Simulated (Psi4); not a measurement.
Psi4 1.11, BP86/def2-svpd: Mo(NH)(S)(F)(OSiH3) ([NH]=[Mo]([F])(=[S])[O][SiH3]), 10 atoms. The geometry is a generated start, not checked to be a minimum at this level.

```
Item                                                  Value
--------------------------  -------------------------------
task                                                 energy
method                                                 bp86
basis                                             def2-svpd
memory                                                 3 GB
maxiter                                                 100
keys of the molecule block                      symmetry c1
scf_type                                       df (default)
e_convergence                               1e-06 (default)
d_convergence                               1e-06 (default)
dft_radial_points                              75 (default)
dft_spherical_points                          302 (default)
effective core potentials   those of the basis set, past Kr
basis functions                                         183
grid points                                          216136
```

```xyz
10

Mo    -0.7503    -0.0581     1.1706
N     -1.5405    -1.5662     0.8798
H     -1.9448    -2.4915     0.7814
S      0.6374    -0.3555     2.7904
F     -1.9237     1.1691     1.7730
O      0.2407     0.4303    -0.2200
Si     1.1552     0.6726    -1.5530
H      0.4666    -0.0209    -2.6531
H      2.4646     0.0940    -1.2159
H      1.1947     2.1261    -1.7532
```

Charge 0 and multiplicity 1 are set for this test and not shown to be the ground state.

With the defaults (diis = true, scf_initial_accelerator = adiis, damping_percentage = 0, soscf = false, soscf_start_convergence = 0.01, level_shift = 0, level_shift_cutoff = 0.01, diis_max_vecs = 10, guess = auto, which took SAD) it converges in 13 SCF iterations. One run each on 2 threads, with these changes:
- guess = core
- level_shift = 0.1, level_shift_cutoff = 0.001
- diis = false, scf_initial_accelerator = none, damping_percentage = 60
- guess = modhuckel
- diis_max_vecs = 20
- soscf = true
- soscf = true, soscf_start_convergence = 0.001
- soscf = true, soscf_start_convergence = 0.1
- level_shift = 0.5, level_shift_cutoff = 0.001

### Question
Name the settings that don't reach the solution of the defaults.

### Answer
No convergence: diis = false, scf_initial_accelerator = none, damping_percentage = 60 (the run ends without SCF convergence in 100 iterations). The rest reach the solution of the defaults.

```json
[
 {"setting": "soscf = true", "SCF iterations": "11", "JK calls": "42", "end": "same solution"},
 {"setting": "soscf = true, soscf_start_convergence = 0.001", "SCF iterations": "11", "JK calls": "22", "end": "same solution"},
 {"setting": "the defaults", "SCF iterations": "13", "JK calls": "14", "end": "same solution"},
 {"setting": "level_shift = 0.1, level_shift_cutoff = 0.001", "SCF iterations": "13", "JK calls": "14", "end": "same solution"},
 {"setting": "level_shift = 0.5, level_shift_cutoff = 0.001", "SCF iterations": "14", "JK calls": "15", "end": "same solution"},
 {"setting": "diis_max_vecs = 20", "SCF iterations": "14", "JK calls": "15", "end": "same solution"},
 {"setting": "guess = modhuckel", "SCF iterations": "14", "JK calls": "62", "end": "same solution"},
 {"setting": "guess = core", "SCF iterations": "18", "JK calls": "18", "end": "same solution"},
 {"setting": "soscf = true, soscf_start_convergence = 0.1", "SCF iterations": "23", "JK calls": "114", "end": "same solution"},
 {"setting": "diis = false, scf_initial_accelerator = none, damping_percentage = 60", "SCF iterations": "100", "JK calls": "101", "end": "no convergence"}
]
```

An SOSCF iteration holds several JK calls; a Hückel guess adds calls on atoms. 1 further run of the study ended by our limits or in an error and is left out.
